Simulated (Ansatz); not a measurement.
TiO₂ (C2/m, No. 12, 12 atoms in the cell; start mp-554278; a measured phase of this formula has another space group), treated with LDA in Ansatz (PAW).

Run with plane-wave cutoff 520 eV, 10×10×6 k mesh (along the axes of the cell as run), Fermi–Dirac smearing 0.01 eV, no spin polarisation, scalar-relativistic PAW data made under PBE.

Cell (relaxed at this level):

```
CELL_PARAMETERS angstrom
      6.03133    -1.84909     0.00103
      6.03133     1.84909     0.00103
     -1.88896     0.00000     6.18995
ATOMIC_POSITIONS crystal
  Ti 0.80476 0.80476 0.71516
  Ti 0.19524 0.19524 0.28484
  Ti 0.10097 0.10097 0.70822
  Ti 0.89903 0.89903 0.29178
  O  0.05844 0.05844 0.37033
  O  0.94156 0.94156 0.62967
  O  0.63822 0.63822 0.70488
  O  0.36178 0.36178 0.29512
  O  0.13383 0.13383 0.00348
  O  0.86617 0.86617 0.99652
  O  0.73648 0.73648 0.34971
  O  0.26352 0.26352 0.65029
```

**Question.** Estimate the band gap, smallest direct gap on the k points sampled and Γ–Γ gap that the calculation returns.

**Answer.** 
* **band gap**: 2.84 eV (indirect)
* **smallest direct gap on the k points sampled**: 3.04 eV
* **Γ–Γ gap**: 3.05 eV

Computed values are for the static lattice.

It cost very roughly 90 core-seconds of CPU time.

A start named mp-… is a Materials Project structure, which need not be a measured phase.

Ansatz is a quantum-chemistry and plane-wave program.
